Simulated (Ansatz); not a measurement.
Abridged Ansatz (a program for electronic structure) output:

```
Relaxation: its limit of steps is 50 (relax.max_steps)
Pseudopotential: Nb, paw, valence charge 13
Crystal: 1 atoms, lattice volume = 18.022 Å³
Basis set: ecut = 500 eV, 455 PW (Γ), exchange–correlation on 96×96×96 points (64 copies of the dense FFT grid, shifted against one another)
Bands: 11, of which v1, the nominal top of the filled ones, is band 7 counted from 1 (6 counted from 0)
Symmetry: 8 space group operations
k-points: 3060 of 21952
Functional: x = r2scan, c = r2scan; τ floored in thin density (d = 2e-4 eV/Å³)
SCF iter   1: F=—  HF=-4563.652041 eV  |F-HF|=—  |Δ(HF+E_count)|=         —  Δρ=1.00e-2  dr2=1.34e-2  dr2_τ=1.01e-2  ethr=1.77e-3  ⟨swp⟩=5.1  Hψ=206160  notcnv=0
SCF iter   2: F=—  HF=-4563.650108 eV  |F-HF|=—  |Δ(HF+E_count)|=   1.93e-3  Δρ=3.54e-3  dr2=6.09e-4  dr2_τ=5.35e-4  ethr=1.03e-4  ⟨swp⟩=2.9  Hψ=81236  notcnv=0
SCF 1 converged in 7 iterations: F = -4563.650537 eV  dr2 = 9.37e-11
relax step   1: F+E_penalty+E_count = -4563.65053700 eV  Δ(F+E_penalty+E_count) = +0.000e0 eV  max|allowed force component| = 0.000e0 eV/Å  Δτ_max = 0.0000 Å  (7 SCF iters, accepted)
Crystal: 1 atoms, lattice volume = 18.022 Å³
SCF iter   1: F=—  HF=-4563.650537 eV  |F-HF|=—  |Δ(HF+E_count)|=         —  Δρ=1.02e-6  dr2=9.37e-11  dr2_τ=1.02e-11  ethr=1.00e-12  ⟨swp⟩=1.0  Hψ=210888  notcnv=0
SCF iter   2: F=-4563.650537 eV  HF=-4563.650537 eV  |F-HF|=1.46e-11  |Δ(HF+E_count)|=  2.64e-11  Δρ=5.24e-7  dr2=1.78e-11  dr2_τ=1.42e-12  ethr=1.00e-12  ⟨swp⟩=4.0  Hψ=94065  notcnv=0
SCF 2 converged in 2 iterations: F = -4563.650537 eV  dr2 = 1.78e-11
SCF converged after 2 iterations
Free energy (F): -4563.650537 eV
Internal energy: -4563.606056 eV  (E = F + TS)
E sigma→0 (E₀):  -4563.628296 eV
Entropy (-TS):   -0.044481 eV (-44.481 meV/atom)
Fermi energy:    17.747029 eV
--- Forces (eV/Å), atoms counted from 1 ---
  atom   1  Nb     0.00000000     0.00000000     0.00000000
--- Stress (GPa, compression-positive) ---
        0.661019       0.000000       0.000000
        0.000000       0.044466       0.772098
        0.000000       0.772098       0.044466
  P = ⅓ Tr σ = 0.2500 GPa (2.500 kbar)
--- Relaxed structure (1 steps of the walk, 1 accepted, 0 SCFs on fresh bases) ---
  atoms:
    - { symbol: Nb, position: [0.0, 0.0, 0.0] }
```

Q: What was computed, and what are the main results?

A: Nb, 1 atom in the cell, with Kohn–Sham DFT with the r2SCAN functional, run in Ansatz with PAW and 500 eV plane waves, scalar-relativistic without spin-orbit coupling. The last SCF converged to F = -4563.650537 eV, or -4563.6505 eV per atom, at a pressure of 0.25 GPa. The total energy compares only with runs of the same code, potentials and settings.

The cells carry an imposed strain or load. No phonon test of stability was made. All final runs are without spin polarisation. The cell was made from Nb in the bcc (W type) structure (space group Im-3m, No. 229) by this change: tensor shear ε_yz = −3.32 %.

Keys are those of Ansatz 0.2.
